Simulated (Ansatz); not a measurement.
Results of LDA (Ansatz, a quantum-chemistry and plane-wave program, PAW) for GeSe2 (Fdd2, No. 43; cell taken from a computed entry).

Settings: plane-wave cutoff 500 eV, 6×6×6 k mesh, gaussian smearing 0.02 eV, scalar-relativistic PAW data made under PBE.

Computed at the level's own relaxed cell.

Question: Give the computed equilibrium volume per atom and band gap.

Answer: 
- equilibrium volume per atom = 27.33 Å³/atom
- band gap = 1.33 eV (on the SCF k mesh)

Note: the relaxation could not lower the start's symmetry, so the cell can be a saddle point above a distorted one.

Spin–orbit coupling is not included.
